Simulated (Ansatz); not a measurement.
A periodic model of amorphous Hf18O33N2:

```yaml
crystal:
  lattice:
    - [8.87337, -0.17232, -0.45627]
    - [-0.17232, 8.57840, -0.43943]
    - [-0.45627, -0.43943, 9.01618]
  atoms:
    - { symbol: Hf, position: [0.88081, 0.86337, 0.77118] }
    - { symbol: Hf, position: [0.85382, 0.46591, 0.89275] }
    - { symbol: Hf, position: [0.44696, 0.22255, 0.82847] }
    - { symbol: Hf, position: [0.15068, 0.54291, 0.70485] }
    - { symbol: Hf, position: [0.35322, 0.64389, 0.41466] }
    - { symbol: Hf, position: [0.37781, 0.89450, 0.07982] }
    - { symbol: Hf, position: [0.90963, 0.16730, 0.57998] }
    - { symbol: Hf, position: [0.52469, 0.60254, 0.77186] }
    - { symbol: Hf, position: [0.09795, 0.14199, 0.00319] }
    - { symbol: Hf, position: [0.92882, 0.43574, 0.25138] }
    - { symbol: Hf, position: [0.21135, 0.22337, 0.41881] }
    - { symbol: Hf, position: [0.65874, 0.69555, 0.23073] }
    - { symbol: Hf, position: [0.73438, 0.05866, 0.11685] }
    - { symbol: Hf, position: [0.27979, 0.50184, 0.07074] }
    - { symbol: Hf, position: [0.22275, 0.94354, 0.66319] }
    - { symbol: Hf, position: [0.54819, 0.00364, 0.48561] }
    - { symbol: Hf, position: [0.59633, 0.37574, 0.38338] }
    - { symbol: Hf, position: [0.07501, 0.84787, 0.29137] }
    - { symbol: O, position: [0.29718, 0.25631, 0.98208] }
    - { symbol: O, position: [0.05221, 0.75528, 0.68189] }
    - { symbol: O, position: [0.05666, 0.63468, 0.35292] }
    - { symbol: O, position: [0.46574, 0.02152, 0.68552] }
    - { symbol: O, position: [0.51509, 0.72536, 0.00160] }
    - { symbol: O, position: [0.34311, 0.47562, 0.83538] }
    - { symbol: O, position: [0.80891, 0.56684, 0.09585] }
    - { symbol: O, position: [0.22962, 0.45392, 0.50550] }
    - { symbol: O, position: [0.16958, 0.04570, 0.19447] }
    - { symbol: O, position: [0.33688, 0.71467, 0.67428] }
    - { symbol: O, position: [0.02455, 0.07210, 0.76605] }
    - { symbol: O, position: [0.90981, 0.28114, 0.01225] }
    - { symbol: O, position: [0.62187, 0.38559, 0.83019] }
    - { symbol: O, position: [0.98011, 0.27215, 0.40228] }
    - { symbol: O, position: [0.42815, 0.18973, 0.38427] }
    - { symbol: O, position: [0.75444, 0.66852, 0.80202] }
    - { symbol: O, position: [0.14831, 0.36659, 0.18959] }
    - { symbol: O, position: [0.76574, 0.96087, 0.61220] }
    - { symbol: O, position: [0.69285, 0.20737, 0.51696] }
    - { symbol: O, position: [0.76425, 0.54751, 0.37161] }
    - { symbol: O, position: [0.29531, 0.88382, 0.44856] }
    - { symbol: O, position: [0.52296, 0.51207, 0.55758] }
    - { symbol: O, position: [0.56069, 0.76972, 0.42835] }
    - { symbol: O, position: [0.07934, 0.55594, 0.92391] }
    - { symbol: O, position: [0.56741, 0.95432, 0.23138] }
    - { symbol: O, position: [0.89828, 0.96816, 0.98359] }
    - { symbol: O, position: [0.73071, 0.26672, 0.22616] }
    - { symbol: O, position: [0.25747, 0.19467, 0.64581] }
    - { symbol: O, position: [0.05951, 0.01113, 0.47908] }
    - { symbol: O, position: [0.95286, 0.38643, 0.69360] }
    - { symbol: O, position: [0.55815, 0.08331, 0.97269] }
    - { symbol: O, position: [0.24823, 0.95666, 0.90121] }
    - { symbol: O, position: [0.84079, 0.87290, 0.24136] }
    - { symbol: N, position: [0.46439, 0.50965, 0.24007] }
    - { symbol: N, position: [0.25945, 0.73201, 0.17752] }
```

Methods: PBE, scalar-relativistic without spin-orbit coupling (Ansatz, a first-principles code); r2SCAN, scalar-relativistic without spin-orbit coupling (Ansatz); HSE06, scalar-relativistic without spin-orbit coupling (Ansatz). Neutral PBE cell, which sets geometry, pressure and energy: sampling: a 2×2×2 Γ-centred mesh; Fermi-Dirac width 0.02 eV; no spin polarisation. Exact exchange is cut at the faces of this 9 Å cell, which leaves hybrid gaps a finite-size error.

Preparation: random packing, a CHGNet melt and quench, and a DFT relaxation. O and N atoms were pushed apart under 1.9 Å during the dynamics, to hinder bonds among them. The hot cell started wider than the set density and was brought back towards it in steps. It is the lowest in DFT energy of 2 quenches. It is a model cell: composition and starting density were chosen by hand, and all elements were melted together. No dispersion term was used. Its density started from a set value of 9.17 and ended at 9.17 g/cm³. Cooling (nominally 450 K/ps over its main leg) ran many orders faster than in experiment, which tends to leave more defects and strain. A cell of this size samples the disorder only roughly. The volume was held where the preparation left it and the shape relaxed.

### Question
Give the pressure and the spacing of the highest filled and lowest empty levels.

### Answer

| Item | Value |
|---|---|
| Pressure on a 2×2×2 Γ-centred mesh | -1.08 GPa |
| Largest force and stress component on that mesh (the relaxation ran on the zone centre alone) | 0.12 eV/Å and 1.1 GPa |
| Level gap on a 2×2×2 Γ-centred mesh (PBE) | 3.34 eV |
| Level gap at the zone centre (PBE) | 3.37 eV |
| Level gap at the zone centre (r2SCAN) | 3.77 eV |
| Level gap at the zone centre (HSE06) | 4.67 eV |
| Distance between the nearest levels spread over more than a fifth of the atoms or a third of the atoms of their main element (six at least) (PBE, zone centre) | 3.71 eV |

### Question
At PBE and the zone centre, how localised are the states just below and above the Fermi level (participation number: the atoms over which a state spreads)?

### Answer
The highest filled state is spread over 4.9 atoms' worth, largest on N53, with weights by element (charge in smoothed Voronoi cells) N 0.62, O 0.24, Hf 0.14. The lowest empty state is spread over 38.2 atoms' worth, largest on Hf8, with weights by element (charge in smoothed Voronoi cells) Hf 0.54, O 0.42, N 0.04.

At PBE the levels at the filled edge of the gap are localised (band-tail or defect states), and the nearest spread-out levels lie 3.7 eV apart at the zone centre.

Cut-offs for bonds: Hf-Hf 3.34 Å, Hf-O 2.78 Å, Hf-N 2.71 Å, O-O 1.58 Å, O-N 1.64 Å, N-N 1.70 Å. Two cations that share two anions don't count as bonded, nor two that share one unless they lie closer than Hf-Hf 3.25 Å.

Added carriers, by PBE, scalar-relativistic without spin-orbit coupling run with Ansatz on the zone centre alone. Charged cells keep the cell fixed and stand in a uniform background, with no image correction, at a width of 0.01 eV; where the count is odd the moment is locked at 1 μB, unless the neutral cell bore moments. Each starts from the undistorted neutral geometry alone. PBE's self-interaction favours spread-out carriers, so it can miss traps that a hybrid finds.

### Question
What happens at PBE when the cell takes an extra electron and the atoms relax?

### Answer
Relaxation lowers the charged cell by 0.16 eV. The largest moves are O34 0.23 Å, O35 0.21 Å, O36 0.18 Å, Hf1 0.17 Å. The level that holds the added charge spreads over 9.8 atoms' worth, most on Hf8 (weight 0.23): a partly localised carrier. No bond crosses its cut-off with a change of over 0.15 Å (metal-metal contacts aside). Made neutral again at that geometry, the cell lies +0.56 eV from the neutral start.

### Question
What happens at PBE when the cell takes a hole and the atoms relax?

### Answer
Relaxation lowers the charged cell by 0.57 eV. The largest moves are N53 0.42 Å, O27 0.34 Å, O21 0.29 Å, O35 0.25 Å. The level that was emptied spreads over 4.1 atoms' worth, most on N53 (weight 0.41): a localised (trapped) carrier, which neighbours of that atom can share. Bonds broken: Hf11-O27. Made neutral again at that geometry, the cell lies +1.06 eV from the neutral start.
